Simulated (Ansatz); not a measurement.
What a denser k-mesh buys: F on the 1x1 (111) surface of fcc Cu, one in a 2x2 cell, relaxed on two meshes with the clean slab on the same mesh. Energies against ½ F2(g); costs are rough.

Level of theory: PBE (plane waves to 420 eV, PAW; Ansatz, a quantum-chemistry and plane-wave program).

```
site                                    E_ads, 6x6 (eV)  E_ads, 9x9 (eV)  change (eV)  k-points solved  cost ratio
--------------------------------------  ---------------  ---------------  -----------  ---------------  ----------
top Cu                                           -2.235           -2.265       -0.029           7 / 12           2
hollow Cu-Cu-Cu over Cu at depth 2.1 Å           -2.654       (withheld)   (withheld)           7 / 12           3
hollow Cu-Cu-Cu over Cu at depth 4.1 Å           -2.678           -2.719       -0.040           7 / 12           2
bridge Cu-Cu (span 2.6 Å)                        -2.599           -2.637       -0.037          13 / 25           1
```

**Question.** What belongs in the gaps?

**Answer.** 
- hollow Cu-Cu-Cu over Cu at depth 2.1 Å, E_ads, 9x9 (eV): -2.692
- hollow Cu-Cu-Cu over Cu at depth 2.1 Å, change (eV): -0.038
